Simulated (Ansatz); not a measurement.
# BaTiO3: strain along the normal

BaTiO3 (cubic perovskite, Pm-3m, 12.182 Å³/atom at rest) under an equal strain ε in the (001) plane with the normal axis free, as in a coherent film. LDA in Ansatz, a plane-wave DFT program (PAW, default set), 420 eV, 8×8×8 Γ-centred mesh, Fermi-Dirac smearing 0.05 eV; ions are relaxed within the symmetry of each cell.

Here s stands for strain and y for normal strain.

| strain (%) | normal strain (%) |
|---|---|
| -3.00 | ? |
| -1.20 | 0.84 |
| -0.60 | 0.41 |
| 0.00 | 0.00 |
| 0.60 | -0.40 |
| 1.20 | -0.79 |

Taking a straight line for y over the 5 complete rows: Means: s 0, y 0.012. About the means, the sum of products is -2.4420 and the sum of squares of s is 3.6000; the slope is their ratio. Least squares gives y = 0.012 - 0.6783·s. Residuals (row less fit): 0.014, -0.009, -0.012, -0.005, 0.012; standard error 0.014 (degrees of freedom: 3). The slope, -0.68 ± 0.01, is the elastic response of the normal axis, −2C12/C11 for this plane.

**Question.** Predict the withheld y at s = -3.00 from the fit, and compare with the calculation.

**Answer.** y = 0.012 - 0.6783 × (-3.0) = 2.047%. The calculation gives 2.22%, 0.173% above the prediction (5.7 % of the range of y in the table). The row lies outside the fitted rows, so this is an extrapolation. From the scatter of the fitted rows alone, a prediction at this place has a standard error of 0.027%, so the miss is 6.4 times that.

One order more, fitted to all 11 runs of the series, follows each within 0.01, so the miss is the next term of a smooth law. The primitive cell can neither tilt nor turn polar against its symmetry, as such crystals can under strain. BaTiO3 is here the ideal cubic form; the compound distorts at low or room temperature. Rows are the converged runs of the series near zero and its far end; series whose fitted rows scatter by over a few per cent of the range, as at a crossing or softening among them, aren't shown in this form. Most that stay on the fit to the last digits aren't either.
